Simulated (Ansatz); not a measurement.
# Equilibrium volume per atom of InSb (model structure, started from the WC type, P-6m2, No. 187, 2 atoms in the cell) at several levels of theory

No measured value is used here.

```csv
level (code),value (Å³/atom)
PBE (Ansatz),30.07
PBEsol (Ansatz),28.10
PBE-D3(BJ) (Ansatz),28.33
r²SCAN (Ansatz),[?]
```

### Question
What belongs in the gaps?

### Answer

- r²SCAN (Ansatz, a first-principles code), value (Å³/atom): 29.22

Ansatz's density-functional and Hartree–Fock values are scalar-relativistic unless marked +SOC, with PAW data made under PBE.

A model structure was made by putting elements into a prototype or built by hand; it is no filed structure, need not be a known phase, and can be a saddle point held by its symmetry.
